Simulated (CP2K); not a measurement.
**Convergence study of shifted k-point meshes for Cl (Cm, 4 atoms in the cell)**

```
CELL_PARAMETERS angstrom
      3.85236     0.00000     0.00000
     -1.23175     3.65013     0.00000
      0.00000     0.00000     8.28478
ATOMIC_POSITIONS crystal
  Cl 0.87700 0.87700 0.90304
  Cl 0.62300 0.62300 0.39700
  Cl 0.37700 0.37700 0.60300
  Cl 0.12300 0.12300 0.10300
```

Method of the run: PBEsol, GPW, DZVP-MOLOPT-PBE-GTH basis, GTH-PBE potentials (POTENTIAL_UZH) run with CP2K 2026.2.

Base settings: CUTOFF = 400 Ry; REL_CUTOFF = 60 Ry; SMEAR/METHOD = FERMI_DIRAC; ELECTRONIC_TEMPERATURE = 116.05 K; KPOINTS/SCHEME = MONKHORST-PACK 3 3 2; GAMMA_CENTERED = T; XC_FUNCTIONAL = PBE:PBESOL; Cl/BASIS_SET = DZVP-MOLOPT-PBE-GTH-q7; Cl/POTENTIAL = GTH-PBE-q7; METHOD = GPW.

In this ladder: GAMMA_CENTERED = default.

Only quantities that move along the ladder and can be compared are tabulated.

The starting cell has typed, rounded lattice constants, without a prior relaxation at this level. Its lattice was rescaled by up to half a per cent. One atom was moved a little off its site on purpose. Values carry the incompleteness of an atom-centred basis. The potentials were made for another functional than the one used.

Steps (KPOINTS/SCHEME): MACDONALD 2 2 1 0 0 0.5; MACDONALD 3 3 1 0.1666666667 0.1666666667 0.5; MACDONALD 3 3 2 0.1666666667 0.1666666667 0; MONKHORST-PACK 4 4 2; MACDONALD 5 5 2 0.1 0.1 0; MACDONALD 5 5 3 0.1 0.1 0.1666666667; MACDONALD 6 6 3 0 0 0.1666666667; MACDONALD 7 7 3 0.07142857143 0.07142857143 0.1666666667; MONKHORST-PACK 8 8 4; MACDONALD 9 9 4 0.05555555556 0.05555555556 0; MACDONALD 10 10 5 0 0 0.1; MACDONALD 11 11 5 0.04545454545 0.04545454545 0.1; MACDONALD 12 12 5 0 0 0.1; MACDONALD 13 13 6 0.03846153846 0.03846153846 0; MACDONALD 14 14 7 0 0 0.07142857143; MACDONALD 16 16 7 0 0 0.07142857143; MONKHORST-PACK 18 18 8; MACDONALD 20 20 9 0 0 0.05555555556.

What is the coarsest KPOINTS/SCHEME that holds the forces within 0.02 eV/Å of the last step, with all finer ones?

MACDONALD 3 3 2 0.1666666667 0.1666666667 0; the step before is off by 0.092 eV/Å.

What is the coarsest KPOINTS/SCHEME that holds the free energy within 5 meV/atom of the last step, with all finer ones?

MACDONALD 3 3 2 0.1666666667 0.1666666667 0; the step before is off by 13 meV/atom.

What is the coarsest KPOINTS/SCHEME that holds the pressure within 0.1 GPa of the last step, with all finer ones?

MACDONALD 3 3 2 0.1666666667 0.1666666667 0; the step before is off by 0.15 GPa.

```csv
KPOINTS/SCHEME,free energy less the last step's (meV/atom),pressure (GPa),largest difference of a force vector from the last step's (eV/Å)
MACDONALD 2 2 1 0 0 0.5,-7.15,-0.26,0.035
MACDONALD 3 3 1 0.1666666667 0.1666666667 0.5,13.41,0.01,0.092
MACDONALD 3 3 2 0.1666666667 0.1666666667 0,0.19,-0.13,0.016
MONKHORST-PACK 4 4 2,0.02,-0.15,0.002
MACDONALD 5 5 2 0.1 0.1 0,-0.04,-0.15,0.001
MACDONALD 5 5 3 0.1 0.1 0.1666666667,0.00,-0.15,0.000
MACDONALD 6 6 3 0 0 0.1666666667,0.00,-0.15,0.000
MACDONALD 7 7 3 0.07142857143 0.07142857143 0.1666666667,0.00,-0.15,0.000
MONKHORST-PACK 8 8 4,0.00,-0.15,0.000
MACDONALD 9 9 4 0.05555555556 0.05555555556 0,0.00,-0.15,0.000
MACDONALD 10 10 5 0 0 0.1,0.00,-0.15,0.000
MACDONALD 11 11 5 0.04545454545 0.04545454545 0.1,0.00,-0.15,0.000
MACDONALD 12 12 5 0 0 0.1,0.00,-0.15,0.000
MACDONALD 13 13 6 0.03846153846 0.03846153846 0,0.00,-0.15,0.000
MACDONALD 14 14 7 0 0 0.07142857143,0.00,-0.15,0.000
MACDONALD 16 16 7 0 0 0.07142857143,0.00,-0.15,0.000
MONKHORST-PACK 18 18 8,0.00,-0.15,0.000
MACDONALD 20 20 9 0 0 0.05555555556,0.00,-0.15,0.000
```
